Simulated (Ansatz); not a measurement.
ScGa₃ (Pm-3m), PBEsol, DFPT electron-phonon coupling, linearised Boltzmann equation run with Ansatz (a program for electronic structure): phonon-limited resistivity 11.9 μΩ·cm at 300 K, Drude plasma energy 7.10 eV.

Problem. What is the classical skin depth at 100 GHz (nonmagnetic, μ₀ = 1.257×10⁻⁶ H/m)?

Solution. δ = √(ρ/(π f μ₀)) = 549 nm.

Problem. What Drude relaxation time do resistivity and plasma energy imply?

Solution. ω_p = 1.08e16 s⁻¹, so τ = 1/(ε₀ ω_p² ρ) = 8.16 fs, a damping ħ/τ of 80.7 meV.

A metal at this level (no band gap). Only scattering by harmonic phonons is included (no impurities, grain boundaries, electron-electron scattering or thermal expansion). Spin-orbit coupling is left out. The squared frequency of the phonon mode least converged on the k mesh is uncertain by about 11 %. Halving the electron mesh (20x20x20) moves the resistivity by up to 9 % at 300 K. Smearing 0.20 eV; phonons on a 4x4x4 q mesh, which this run doesn't test.

Formula and space group known from diffraction (Crystallography Open Database), not checked to be the room-temperature form: ScGa3 (Pm-3m).
